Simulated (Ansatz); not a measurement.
**MoSi2: biaxial strain +3.00 %, plane normal [001], relaxed out of plane**

The parent structure is MoSi2 (space group I4/mmm, No. 139; a = 3.190 Å, c = 7.822 Å; relaxed with 0.1 eV smearing). Axes: x, y, z lie along a, b, c of the conventional cell.

The change: tensile biaxial strain of 3.00 % in the plane normal to [001], as in epitaxy on a mismatched substrate; the out-of-plane cell vector and the atoms relax.

Method: PBEsol in Ansatz (plane waves to 420 eV, PAW, scalar-relativistic without spin-orbit coupling). Γ-centred 25×25×25 mesh, Fermi–Dirac width 0.1 eV.

```tsv
quantity	base	changed	shift
volume per atom	13.27 Å³	13.94 Å³	+0.67 Å³
shortest interatomic distance	2.580 Å	2.550 Å	-0.0308 Å
energy relative to the base (free energy F)	0 meV/atom	+35 meV/atom	+35 meV/atom
pressure (mean of the normal stresses, compression positive)	0.0 GPa	-8.8 GPa	-8.8 GPa
band gap	zero	zero	–
out-of-plane strain	–	-0.98 %	–
ratio −ε⊥/ε∥	–	0.33	–
mean in-plane stress (compression positive)	–	-13.2 GPa	–
```

Cost of the whole job for the changed cell (relaxation, final SCF and bands): around 120 core-seconds (rough).

Whether these cells are dynamically stable was not tested. All final runs are without spin polarisation.

Ansatz is an electronic-structure program.
